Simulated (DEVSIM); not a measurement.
System: abrupt Ge n-p junction, at 300 K.

| layer (left to right) | material | thickness (μm) | Nd (cm⁻³) | Na (cm⁻³) | τn (s) | τp (s) |
|---|---|---|---|---|---|---|
| 1 | Ge | 1.30 | 1e18 | - | 4e-7 | 4e-7 |
| 2 | Ge | 160 | - | 2.4e15 | 4e-7 | 4e-7 |

Left contact: ohmic. Right contact: ohmic. Voltage is applied to the left contact. Recombination: SRH at mid-gap, radiative. Mobility is constant in doping.

This is a model device: material constants are rounded textbook-type values typed into the input, and sizes, dopings and lifetimes were drawn at random. Values at 300 K.

```csv
parameter,Ge
gap (eV),0.664
affinity (eV),4
permittivity,16
Nc (cm⁻³),1.04e19
Nv (cm⁻³),6e18
μn (cm²/Vs),3900
μp (cm²/Vs),1900
B (cm³/s),6.4e-14
```

Model (solved in DEVSIM): 1D drift-diffusion, Boltzmann statistics, complete ionisation; no tunnelling, impact ionisation, image-force lowering or self-heating.

The doping Nd of layer 1 was swept, all else fixed.

```tsv
doping Nd of layer 1 (cm^-3)	dark forward voltage at 1 A/cm² (V)	potential step across the device at zero bias (V)	dark forward voltage at 100 A/cm² (V)	largest field in the device at zero bias (V/cm)
3e16	0.190	0.311	0.832	13000
1e17	0.202	0.342	0.710	18000
3e17	0.209	0.370	0.636	28000
1e18	0.213	0.401	…	…
3e18	0.213	0.430	0.553	81000
```

### Question
Some entries are withheld; supply them.

### Answer

- 1e18, dark forward voltage at 100 A/cm² (V): 0.583
- 1e18, largest field in the device at zero bias (V/cm): 48000
